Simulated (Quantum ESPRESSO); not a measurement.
σyy against uniaxial strain in cubic perovskite BaTiO3 (space group 221): C12 (Quantum ESPRESSO, LDA)

```xyz
5
Lattice="3.8867 0.0000 0.0000 0.0000 3.9459 0.0000 0.0000 0.0000 3.9459" Properties=species:S:1:pos:R:3 pbc="T T T"
Ba     0.0000     0.0000     0.0000
Ti     1.9433     1.9729     1.9729
O      1.9433     0.0000     1.9729
O      0.0000     1.9729     1.9729
O      1.9433     1.9729     0.0000
```

Method of the run: LDA (PZ), GBRV 1.5 ultrasoft (LDA) pseudopotentials (plane waves; Quantum ESPRESSO). Settings: ecutwfc = 65 Ry; ecutrho = 520 Ry; occupations = smearing; smearing = fd; degauss = 0.000734986 Ry; potentials = {Ba: ba_lda_v1.uspp.F.UPF, Ti: ti_lda_v1.4.uspp.F.UPF, O: o_lda_v1.2.uspp.F.UPF}; K_POINTS = automatic 10 10 10 0 0 0; conv_thr = 1e-10 Ry; mixing_beta = 0.7. The cell above is the first row's. The rows stretch one cube axis (x) by the strain ε and hold the other two. Stress is positive in tension. In all rows fractional positions and the k mesh are held.

```csv
ε (%),σyy (GPa)
-1.5,-1.82
-1.0,-1.17
-0.5,-0.55
0.0,0.06
0.5,0.65
1.0,1.23
1.5,1.79
2.0,?
```

Using a parabola, estimate the missing σyy at ε = 2.0 from the other rows, showing the fit.

Least squares gives σyy = 0.060 + 1.2021·ε - 0.0329·ε². Residuals (row less fit): -0.003, 0.005, -0.001, 0.000, -0.003, 0.001, 0.001; standard error 0.003 (degrees of freedom: 4). The slope at ε = 0, 1.2021 GPa per cent, gives C12 ≈ 100 × 1.2021 = 120 GPa, for the static lattice. At the withheld row, σyy = 0.060 + 1.2021 × 2.0 - 0.0329 × 2.0² = 2.333 GPa. The calculation gives 2.33 GPa, which the fit meets to the printed digits. The row lies outside the fitted rows, so this is an extrapolation. From the scatter of the fitted rows alone, a prediction at this place has a standard error of 0.006 GPa, so the miss is 0.5 times that.

Carrying the step between the two nearest rows on in a straight line would have given 2.35, off by 0.02; series whose last step already gives the withheld value aren't shown. The reference cell has the volume at which an earlier scan in this program and functional put its minimum by a fit. This is a high-temperature phase, held here by symmetry. The runs keep the symmetry of the cell, so they don't test it for distortions. The unstrained cell stands at a pressure of -0.06 GPa, and the constants belong to that pressure. By symmetry this strain leaves no force on the atoms; the largest in the rows is 0.000 eV/Å. Spin-orbit coupling is off. Cutoffs and mesh are single choices, not tested for convergence of this quantity. Series with a scatter that would blur these digits, or in which a gap closes, are not shown. Strain series were run only where this level's volume lies within 10 % of a first guess from the measured size.
